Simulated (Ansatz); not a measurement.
The reference is ZnCu$_{2}$SnS$_{4}$ (space group I-4, No. 82).

```yaml
crystal:
  lattice:
    - [-2.70703, 2.70703, 5.41081]
    - [2.70703, -2.70703, 5.41081]
    - [2.70703, 2.70703, -5.41081]
  atoms:
    - { symbol: Cu, position: [0.00000, 0.00000, 0.00000] }
    - { symbol: Cu, position: [0.75000, 0.25000, 0.50000] }
    - { symbol: Zn, position: [0.25000, 0.75000, 0.50000] }
    - { symbol: Sn, position: [0.50000, 0.50000, 0.00000] }
    - { symbol: S, position: [0.63521, 0.62870, 0.52216] }
    - { symbol: S, position: [0.10654, 0.11306, 0.47784] }
    - { symbol: S, position: [0.37130, 0.89346, 0.00652] }
    - { symbol: S, position: [0.88694, 0.36479, 0.99348] }
```

Cartesian axes are those of the cell as printed.

All numbers come from Ansatz (a quantum-chemistry and plane-wave program), r2SCAN, PAW, cutoff 500 eV, scalar-relativistic without spin-orbit coupling.

Base values:

- Pressure = 0.00 GPa
- Gap character = direct at Γ

Perturbation: the symmetric strain tensor [-0.0111 0.0137 0.0004; 0.0137 0.0062 -0.0089; 0.0004 -0.0089 -0.0134], atoms relaxed at fixed cell.

Task: What happens to the pressure?

Result: The pressure (mean of the normal stresses, compression positive) goes from zero to 1.48 GPa.

Task: Estimate the effect on the energy relative to the base.

Result: The energy rises by 5.2 meV/atom.

Task: Predict the new gap character.

Result: The gap character stays direct at Γ.

Whether these cells are dynamically stable was not tested. All final runs are without spin polarisation. Labels are those of the standard path for the cell's own space group.
